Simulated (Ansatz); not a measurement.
## Pressure series in BP

The reference is BP in the zinc blende structure (space group F-43m, No. 216).

```
CELL_PARAMETERS angstrom
      0.00000     2.26829     2.26829
      2.26829     0.00000     2.26829
      2.26829     2.26829     0.00000
ATOMIC_POSITIONS crystal
  P  0.25000 0.25000 0.25000
  B  0.00000 0.00000 0.00000
```

Cell and atoms are relaxed at each pressure.

The values are results of DFT with r2SCAN, PAW potentials and a 500 eV plane-wave cutoff in Ansatz (a first-principles code), no SOC, not measurements.

```
pressure (GPa)  volume per atom (Å³/atom)
--------------  -------------------------
-2                                 11.812
-1                                 11.740
0                                  11.671
7                                       ?
15                                 10.809
30                                 10.174
50                                  9.527
75                                  8.910
100                                 8.426
```

Task: Fit the third-order Birch–Murnaghan form P(V) = (3B₀/2)[(V₀/V)^(7/3) − (V₀/V)^(5/3)]·[1 + (3/4)(B₀′ − 4)((V₀/V)^(2/3) − 1)] (squares taken in P) to the rows shown and predict the withheld row.

Result: Least squares on the printed values gives V₀ = 11.670 Å³/atom, B₀ = 170 GPa, B₀′ = 3.7; this predicts 11.232 Å³/atom, and the run gives 11.230 Å³/atom, 0.002 lower.

Measured bulk modulus of BP: 176.5 GPa (static lattice; corrected from measurement; as listed in Tamar Goldzak et al., The Journal of Chemical Physics (2022)); the computed value is 3 % below it.

Load acts through the strain it causes; cell and atoms are relaxed under it. Stability against distortions was not tested. No other phases were tried under pressure.
